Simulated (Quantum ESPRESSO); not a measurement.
Band structure of a (001) slab of ZrB2 (cut from a parent of space group no. 191; 6 atoms in the cell).

```
CELL_PARAMETERS angstrom
      3.16942     0.00000     0.00000
     -1.58471     2.74480     0.00000
      0.00000     0.00000    19.32860
ATOMIC_POSITIONS crystal
  Zr 0.00000 0.00000 0.45405
  Zr 0.00000 0.00000 0.63784
  B  0.33333 0.66667 0.36216
  B  0.66667 0.33333 0.36216
  B  0.33333 0.66667 0.54595
  B  0.66667 0.33333 0.54595
```

Method: PBEsol, GBRV 1.5 ultrasoft (PBESOL) pseudopotentials (plane waves; Quantum ESPRESSO 7.5).

Settings: ecutwfc = 40 Ry; ecutrho = 320 Ry; occupations = smearing; smearing = cold; degauss = 0.0099958 Ry; potentials = {Zr: zr_pbesol_v1.uspp.F.UPF, B: b_pbesol_v1.4.uspp.F.UPF}; K_POINTS = automatic 10 10 1 0 0 0; tefield = true; dipfield = true; edir = 3; emaxpos = 0.97; eopreg = 0.05; eamp = 0; conv_thr = 1e-10 Ry.

The starting cell comes from a database of computed structures (which also holds hypothetical and non-ambient phases and stackings), without a prior relaxation at this level. The slab is cut from that crystal, and its faces are unrelaxed. Its lattice was rescaled in the plane by a random factor within 2.5 % of one. Spin polarisation is off, though cut faces can carry moments; the slab shows no gap.

Levels in eV from the Fermi level, bands 15 to 22:
| point | 15 | 16 | 17 | 18 | 19 | 20 | 21 | 22 |
|---|---|---|---|---|---|---|---|---|
| Γ | -0.91 | -0.22 | 0.02 | 0.02 | 1.18 | 1.42 | 1.42 | 1.81 |
| M | -2.85 | -2.09 | -1.63 | -0.02 | 0.81 | 2.16 | 3.02 | 3.47 |
| K | -2.30 | -2.30 | 0.03 | 0.03 | 0.38 | 0.38 | 2.89 | 3.75 |

Bands cross the Fermi level along this path, so the cell is metallic at this level.
